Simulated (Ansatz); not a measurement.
The reference is NaOH (space group Cmcm, No. 63; a = 3.4043 Å, b = 10.8864 Å, c = 3.3706 Å; a cell from a computed database, its experimental status unchecked; layered, stacked along the Cartesian y axis).

Modification: a hydrostatic pressure of 0.7 GPa.

Levels (all Ansatz, a quantum-chemistry and plane-wave program, PAW): PBEsol (420 eV, spin-orbit coupling left out); HSE06 (420 eV, spin-orbit coupling left out).

The geometry is relaxed with PBEsol.

* **PBEsol lowest conduction level above the VBM at special points**: Γ 3.08 eV; Y 4.33 eV; C₀ 6.12 eV

Problem. How does going to HSE06 change the lowest conduction level above the VBM at special points?

Solution. The lowest conduction level above the VBM at special points changes from Γ 3.08 eV; Y 4.33 eV; C₀ 6.12 eV to Γ 4.93 eV; Y 6.24 eV; C₀ 8.09 eV.

Single points use the geometry relaxed with PBEsol. The levels and masses belong to the bands next to the band gap. Load acts through the strain it causes; cell and atoms are relaxed under it. Whether these cells are dynamically stable was not tested. No dispersion term is included in the PBEsol runs.
